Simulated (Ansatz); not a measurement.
# Habitual settings against a tight run: Rh (Fm-3m, 1 atom in the cell)

Self-consistent single point.

```yaml
crystal:
  lattice:
    - [0.00000, 1.87444, 1.87444]
    - [1.87444, 0.00000, 1.87444]
    - [1.87444, 1.87444, 0.00000]
  atoms:
    - { symbol: Rh, position: [0.00000, 0.00000, 0.00000] }
```

Method of the run: PBE, PAW files (plane waves; Ansatz, an electronic-structure program).

Base settings: basis.ecutwfc = 420 eV; kpoints.mp_grid.grid = 10 10 10; hamiltonian.xc = pbe; hamiltonian.pseudopotentials = {kind: paw} (an earlier, softer set of the program's PAW files); scf.occupations.method = methfessel_paxton; scf.occupations.width = 0.136 eV.

Tight run (finer mesh or higher cutoff; not a proven limit): basis.ecutwfc: 420 eV → 590 eV; kpoints.mp_grid.grid: 10 10 10 → 14 14 14; scf.convergence.dr2_threshold: default (1e-07 eV) → 1e-09 eV. It gave Fermi level (on the code's own zero) 23.64 eV; pressure 19.42 GPa.

Quick runs, as changes from the base:
- A: the base itself
- B: basis.ecutwfc: 420 eV → 335 eV; kpoints.mp_grid.grid: 10 10 10 → 6 6 6; hamiltonian.xc: pbe → lda; scf.occupations.method: methfessel_paxton → gaussian; scf.occupations.width: 0.136 eV → 0.272 eV [LDA (PW92)]
- C: basis.ecutwfc: 420 eV → 250 eV; kpoints.mp_grid.grid: 10 10 10 → 6 6 6; scf.occupations.width: 0.136 eV → 0.2 eV
- D: basis.ecutwfc: 420 eV → 250 eV; kpoints.mp_grid.grid: 10 10 10 → 1 1 1; hamiltonian.xc: pbe → lda; scf.occupations.method: methfessel_paxton → fermi_dirac; scf.occupations.width: 0.136 eV → 0.2 eV [LDA (PW92)]
- E: basis.ecutwfc: 420 eV → 335 eV; kpoints.mp_grid.grid: 10 10 10 → 2 2 2; scf.occupations.method: methfessel_paxton → gaussian; scf.occupations.width: 0.136 eV → 0.2 eV
- F: basis.ecutwfc: 420 eV → 295 eV; kpoints.mp_grid.grid: 10 10 10 → 4 4 4; scf.occupations.method: methfessel_paxton → gaussian; scf.occupations.width: 0.136 eV → 0.272 eV

Energies are extrapolated to zero smearing width, which holds to low order in the width alone.

Dashes: energy of B, D, another energy zero.

† marks runs with another functional, U, potentials or spin treatment: their distance from the tight run is not a convergence error alone.

The count of work is k-points × plane waves × bands × iterations; it is no time. 

Pressures in the table are Ansatz's without its Pulay estimate, at a fixed set of plane waves; the tight run's value above holds the estimate.

The starting cell comes from a database of computed structures (which also holds hypothetical and non-ambient phases and stackings), without a prior relaxation at this level. Its lattice was rescaled by a random factor within 2.5 % of one. Spin polarisation is off. In the base run, with a pressure of about 19 GPa the cell is away from its equilibrium volume at this level.

| run | energy less tight (meV/atom) | pressure less tight (GPa) | count of work / tight |
|---|---|---|---|
| A | -6.5 | -0.13 | 0.21 |
| B† | – | -18.98 | 0.047 |
| C | 1362.9 | -97.33 | 0.037 |
| D† | – | -123.99 | 0.0020 |
| E | 3986.5 | 60.59 | 0.015 |
| F | -320.4 | -22.99 | 0.028 |

Among the runs at the tight run's level, the energy misses run from 6.5 to 3986.5 meV/atom.

Keys are those of Ansatz 0.2.
